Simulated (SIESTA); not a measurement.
**A self-consistent single point of YIn5Rh (P4/mmm, 7 atoms in the cell) with SIESTA**

Level of theory: GGA PBEsol, numerical atomic orbitals DZP, PseudoDojo PBEsol standard norm-conserving potentials (rewritten from UPF to PSML) (SIESTA).

Input as run:

```
# files in the folder: Y.psml In.psml Rh.psml (PseudoDojo PBEsol standard)
SystemName  YIn5Rh
SystemLabel yin5rh

NumberOfAtoms                7
NumberOfSpecies              3
%block ChemicalSpeciesLabel
  1 39 Y
  2 49 In
  3 45 Rh
%endblock ChemicalSpeciesLabel
LatticeConstant              4.637820 Ang
%block LatticeVectors
     1.000000000    0.000000000    0.000000000
     0.000000000    1.000000000    0.000000000
     0.000000000    0.000000000    1.604833737
%endblock LatticeVectors
AtomicCoordinatesFormat      Ang
%block AtomicCoordinatesAndAtomicSpecies
     0.000000000    0.000000000    0.000000000  1
     0.000000000    2.318910000    2.243522390  2
     0.000000000    2.318910000    5.199407610  2
     2.318910000    0.000000000    2.243522390  2
     2.318910000    0.000000000    5.199407610  2
     2.318910000    2.318910000    0.000000000  2
     0.000000000    0.000000000    3.721465000  3
%endblock AtomicCoordinatesAndAtomicSpecies

XC.functional                GGA
XC.authors                   PBEsol
PAO.BasisSize                DZP
PAO.EnergyShift              0.005 Ry
MeshCutoff                   300 Ry
%block kgrid.MonkhorstPack
    5   0   0  0.0
    0   5   0  0.0
    0   0   3  0.0
%endblock kgrid.MonkhorstPack
OccupationFunction           FD
ElectronicTemperature        136.0 meV

MaxSCFIterations             150
SCF.Mixer.Method             Pulay
SCF.Mixer.Weight             0.25
SCF.Mixer.History            6
SCF.DM.Tolerance             1.0E-04
Diag.ParallelOverK           true
WriteForces                  true
```

Log, with long lists cut:

```
reinit: Reading from file input.fdf

reinit: System Name: YIn5Rh
reinit: System Label: yin5rh

coor:   Atomic-coordinates input format  =     Cartesian coordinates
coor:                                          (in Angstroms)

siesta: Atomic coordinates (Bohr) and species
siesta:      0.00000   0.00000   0.00000  1        1
siesta:      0.00000   4.38210   4.23964  2        2
siesta:      0.00000   4.38210   9.82546  2        3
siesta:      4.38210   0.00000   4.23964  2        4
siesta:      4.38210   0.00000   9.82546  2        5
siesta:      4.38210   4.38210   0.00000  2        6
siesta:      0.00000   0.00000   7.03255  3        7

siesta: System type = bulk

initatomlists: Number of atoms, orbitals, and projectors:      7   128   126

siesta: ******************** Simulation parameters ****************************
redata: Spin configuration                          = none
redata: Time-Reversal Symmetry                      = T
redata: Number of Atomic Species                    =        3
redata: Mesh Cutoff                                 =   300.0000 Ry
redata: Net charge of the system                    =     0.0000 |e|
redata: Min. number of SCF Iter                     =        0
redata: Max. number of SCF Iter                     =      150
redata: SCF convergence failure will abort job
redata: SCF mix quantity                            = Hamiltonian
redata: Mix DM or H after convergence               =   F
redata: Recompute H after scf cycle                 =   F
redata: Mix DM in first SCF step                    =   T
redata: No kicks to SCF
redata: DM Mixing Weight for Kicks                  =     0.5000
redata: Require Harris convergence for SCF          =   F
redata: Harris energy tolerance for SCF             =     0.000100 eV
redata: Require DM convergence for SCF              =   T
redata: DM tolerance for SCF                        =     0.000100
redata: Require EDM convergence for SCF             =   F
redata: EDM tolerance for SCF                       =     0.001000 eV
redata: Require H convergence for SCF               =   T
redata: Hamiltonian tolerance for SCF               =     0.001000 eV
redata: Require (free) Energy convergence for SCF   =   F
redata: (free) Energy tolerance for SCF             =     0.000100 eV
redata: Using DFT-D3 dispersion                     =   F
redata: Using Saved Data (generic)                  =   F
redata: Method of Calculation                       = Diagonalization
redata: Electronic Temperature                      =  1578.2145 K
redata: Number of TDED substeps                     =        3
redata: Dynamics option                             = Single-point calculation
redata: Save all siesta data in one NC              =   F
redata: ***********************************************************************

%block SCF.Mixers
  Pulay
%endblock SCF.Mixers

%block SCF.Mixer.Pulay
  # Mixing method
  method pulay
  variant stable

  # Mixing options
  weight 0.2500
  weight.linear 0.2500
  history 6
%endblock SCF.Mixer.Pulay

DM_history_depth set to one: no extrapolation allowed by default for geometry relaxation
Size of DM history Fstack: 1
Total number of electrons:    93.000000
Total ionic charge:    93.000000

* ProcessorY, Blocksize:    1  64

* Orbital distribution balance (max,min):   128   128

 Kpoints in:           45 . Kpoints trimmed:           38

siesta: k-grid: Number of k-points = 38
siesta: k-points from Monkhorst-Pack grid
siesta: k-cutoff (effective) =    11.164 Ang
siesta: k-point supercell and displacements
siesta: k-grid:     5     0     0      0.000
siesta: k-grid:     0     5     0      0.000
siesta: k-grid:     0     0     3      0.000

diag: Algorithm                                     = D&C
diag: Parallel over k                               =   F
diag: Use parallel 2D distribution                  =   F
diag: Parallel block-size                           = 64
diag: Parallel distribution                         =     1 x     1
diag: Used triangular part                          = Lower
diag: Absolute tolerance                            =  0.100E-15
diag: Orthogonalization factor                      =  0.100E-05
diag: Memory factor                                 =  1.0000

superc: Internal auxiliary supercell:     5 x     5 x     5  =     125
superc: Number of atoms, orbitals, and projectors:    875  16000  15750

                        Single-point calculation

superc: Internal auxiliary supercell:     5 x     5 x     5  =     125
superc: Number of atoms, orbitals, and projectors:    875  16000  15750

outcell: Unit cell vectors (Ang):
        4.637820    0.000000    0.000000
        0.000000    4.637820    0.000000
        0.000000    0.000000    7.442930

outcell: Cell vector modules (Ang)   :    4.637820    4.637820    7.442930
outcell: Cell angles (23,13,12) (deg):     90.0000     90.0000     90.0000
outcell: Cell volume (Ang**3)        :    160.0928
new_DM -- step:     1
Initializing Density Matrix...

Attempting to read DM from file... Failed...
DM filled with atomic data:

InitMesh: MESH = 50 x 50 x 80 = 200000
InitMesh: Mesh cutoff (required, used) =   300.000   319.296 Ry

stepf: Fermi-Dirac step function

        iscf     Eharris(eV)        E_KS(eV)     FreeEng(eV)     dDmax    Ef(eV) dHmax(eV)
   scf:    1   -13271.561305   -13310.642163   -13310.819025  1.220325 -4.025757 17.993031
   scf:    2   -13279.853198   -13310.003527   -13310.185874  0.516138 -4.502830 17.112842
   scf:    3   -13322.622588   -13318.959055   -13319.122989  0.110039 -4.418100  2.857479
   scf:    4   -13319.338849   -13319.470349   -13319.634053  0.112588 -4.411375  1.911382
   scf:    5   -13319.697215   -13319.619221   -13319.785509  0.093845 -4.485456  0.201286
   scf:    6   -13319.617555   -13319.620489   -13319.786965  0.016133 -4.497081  0.199168
   scf:    7   -13319.618294   -13319.621050   -13319.787351  0.003345 -4.493673  0.167646
   scf:    8   -13319.621009   -13319.621636   -13319.788029  0.002178 -4.497598  0.055569
   scf:    9   -13319.621785   -13319.621748   -13319.788116  0.000617 -4.497089  0.001737
   scf:   10   -13319.621745   -13319.621747   -13319.788116  0.000296 -4.497352  0.000648
   scf:   11   -13319.621745   -13319.621746   -13319.788116  0.000090 -4.497454  0.000129

SCF Convergence by DM+H criterion
max |DM_out - DM_in|         :     0.0000896890
max |H_out - H_in|      (eV) :     0.0001286064
SCF cycle converged after 11 iterations

Using DM_out to compute the final energy and forces

siesta: E_KS(eV) =           -13319.6217

siesta: E_KS - E_eggbox =    -13319.6217

siesta: Atomic forces (eV/Ang):
     1   -0.000000    0.000000   -0.000000
     2    0.000000    0.000000   -0.092363
     3    0.000000   -0.000000    0.092364
     4    0.000000   -0.000000   -0.092364
     5    0.000000   -0.000000    0.092364
     6   -0.000000    0.000000   -0.000000
     7   -0.000000    0.000000   -0.000000
   Tot    0.000000   -0.000000    0.000000
   Max    0.092364
   Res    0.040311    sqrt( Sum f_i^2 / 3N )
   Max    0.092364    constrained

Stress tensor Voigt[x,y,z,yz,xz,xy] (kbar):       20.19       20.19       18.32       -0.00        0.00       -0.00
(Free)E + p*V (eV/cell)   -13321.7433
Target enthalpy (eV/cell)   -13319.7881

siesta: Program's energy decomposition (eV):
siesta: Ebs     =     -1907.956588
siesta: Eions   =     17495.465320
siesta: Ena     =      2155.801273
siesta: Ekin    =      7026.859917
siesta: Enl     =     -1683.087105
siesta: Eso     =         0.000000
siesta: Edftu   =         0.000000
siesta: DEna    =        99.441738
siesta: DUscf   =         2.269255
siesta: DUext   =         0.000000
siesta: Ex      =     -3196.636828
siesta: Ec      =      -228.804676
siesta: Exc     =     -3425.441504
siesta: Eharris =    -13319.621745
siesta: Etot    =    -13319.621746
siesta: FreeEng =    -13319.788116

siesta: Atomic forces (eV/Ang):
siesta:      1   -0.000000    0.000000   -0.000000
siesta:      2    0.000000    0.000000   -0.092363
siesta:      3    0.000000   -0.000000    0.092364
siesta:      4    0.000000   -0.000000   -0.092364
siesta:      5    0.000000   -0.000000    0.092364
siesta:      6   -0.000000    0.000000   -0.000000
siesta:      7   -0.000000    0.000000   -0.000000
siesta: ----------------------------------------
siesta:    Tot    0.000000   -0.000000    0.000000

siesta: Stress tensor (static) (eV/Ang**3):
siesta:     0.012602   -0.000000    0.000000
siesta:    -0.000000    0.012602    0.000000
siesta:     0.000000   -0.000000    0.011435

siesta: Cell volume =        160.092768 Ang**3

siesta: Pressure (static):
siesta:                Solid            Molecule  Units
siesta:          -0.00013301         -0.00014540  Ry/Bohr**3
siesta:          -0.01221267         -0.01334958  eV/Ang**3
siesta:         -19.56685948        -21.38838731  kBar
```

The run converged in 11 iterations.

The starting cell comes from a database of computed structures (which also holds hypothetical and non-ambient phases and stackings), without a prior relaxation at this level. Spin polarisation is off. Values carry the incompleteness of an atom-centred basis.

Cost on one core of a shared machine: roughly 2 min.
